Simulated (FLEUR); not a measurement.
Converging the k-point mesh at a smearing width of 0.02 eV: Al (Fm-3m, 1 atom in the cell)

```
Al
1.0
    0.00000     2.03107     2.03107
    2.03107     0.00000     2.03107
    2.03107     2.03107     0.00000
Al
1
Direct
  0.00000   0.00000   0.00000
```

Computed with PBEsol, all-electron FLAPW (FLEUR), scalar-relativistic valence in FLEUR.

Base settings: Kmax = 4 1/bohr; GmaxXC = 16 1/bohr; xcFunctional = PBEs; jspins = 1; l_soc = F; mode = hist; fermiSmearingEnergy = 0.00367493 Htr; mesh (inpgen div1-3) = 10 10 10; inpgen gamma flag = true; Gmax = 16 1/bohr.

In this ladder: fermiSmearingEnergy = 0.00073499 Htr. Moved along: kpt_gamma.

Only quantities that move along the ladder and can be compared are tabulated.

The starting cell has typed, rounded lattice constants, without a prior relaxation at this level. Its lattice was rescaled by up to half a per cent. Values depend on the basis (sphere radii, cutoffs, local orbitals), which need not be converged.

| kpt_div | free energy less the last step's (meV/atom) |
|---|---|
| 5 5 5 | 62.09 |
| 6 6 6 | -66.32 |
| 7 7 7 | -44.66 |
| 10 10 10 | 20.05 |
| 13 13 13 | 3.27 |
| 15 15 15 | -0.16 |
| 18 18 18 | 2.21 |
| 22 22 22 | -2.37 |
| 27 27 27 | -1.02 |
| 33 33 33 | 0.00 |

Coarsest kpt_div that holds the free energy within 5 meV/atom of the last step, with all finer ones: 13 13 13; the step before is off by 20 meV/atom.

Left out of this page: 1 run of the series failed or unconverged.
